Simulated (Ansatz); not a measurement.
Base system: PbTe in the rock salt structure (space group Fm-3m, No. 225; a = 6.442 Å). Axes: x, y, z lie along the cube axes.

Now apply this change: strain tensor (xx, yy, zz, yz, xz, xy) = (+0.16, −0.77, −1.16, +0.53, −0.24, −0.66) %; the atoms relax in the strained cell.

Levels (all Ansatz, an electronic-structure program, PAW, earlier PAW set): PBEsol (420 eV, without spin-orbit coupling); r2SCAN (500 eV, without spin-orbit coupling); HSE06 (420 eV, no spin-orbit coupling); HSE06+SOC (420 eV, noncollinear with spin-orbit coupling).

One geometry, relaxed with PBEsol, under each level:

| level | band gap | lowest conduction level above the VBM at special points | pressure |
|---|---|---|---|
| PBEsol | 0.48 eV | R 0.48 eV; Z 0.50 eV; Y 0.53 eV; X 0.61 eV | 0.86 GPa |
| r2SCAN | (withheld) | (withheld) | (withheld) |
| HSE06 | 0.91 eV | R 0.91 eV; Z 0.92 eV; Y 0.96 eV; Γ 4.49 eV | – |
| HSE06+SOC | zero | – | – |

Question: Give the withheld r2SCAN results.

Answer: 
- r2SCAN, band gap: 0.82 eV
- r2SCAN, lowest conduction level above the VBM at special points: R 0.82 eV; Z 0.83 eV; Y 0.87 eV; X 0.96 eV
- r2SCAN, pressure: 2.96 GPa

Single points use the geometry relaxed with PBEsol. Their cutoffs differ, which shifts pressures a little. The hybrid gap comes from the SCF mesh plus the semilocal run's edge points and a few special points and is an upper bound. The spin-orbit shifts are approximate. Spin-orbit coupling, missing from the scalar runs, can matter with Pb and Te. Whether these cells are dynamically stable was not tested. k-point labels follow each cell's own Brillouin zone.
